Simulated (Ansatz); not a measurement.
**What uniaxial stress, 2 GPa tension along z does to AlN**

Start from AlN in the wurtzite structure (space group P6_3mc, No. 186; a = 3.1067 Å, c = 4.9785 Å). Axes: x lies along a and z along c of the hexagonal cell.

Now apply this change: uniaxial stress, 2 GPa tension along z; all other stress components relax to zero.

Level of theory: Kohn–Sham DFT with the r2SCAN functional, run in Ansatz (a program for electronic structure) with PAW and 500 eV plane waves, spin-orbit coupling left out. k-mesh 12×12×7 (Γ-centred); smearing 0.05 eV (Fermi–Dirac).

The volume per atom grows by 0.04 Å³, from 10.40 Å³ to 10.44 Å³ and the space group remains P6_3mc (No. 186). The shortest interatomic distance hardly moves (1.888 Å against 1.889 Å) and the energy increases by 0.4 meV/atom. The band gap remains 4.88 eV and the gap character remains direct at Γ. The width of the top valence band falls by 0.04 eV to 2.37 eV and the electron mass comes out as 0.29 mₑ along z, 0.31 mₑ across (at Γ). The valence-band top at Γ (three highest levels, from the VBM) goes from 0.00, -0.22, -0.22 eV to 0.00, -0.16, -0.16 eV and the strain response (xx, yy, zz) is (−0.11, −0.11, +0.58) %. The secant Young's modulus along z amounts to 350 GPa and the mean lateral Poisson ratio is 0.19.

Effective masses come from finite differences of ±0.01 Å⁻¹. Beyond what the load breaks, stability against distortions was not tested.
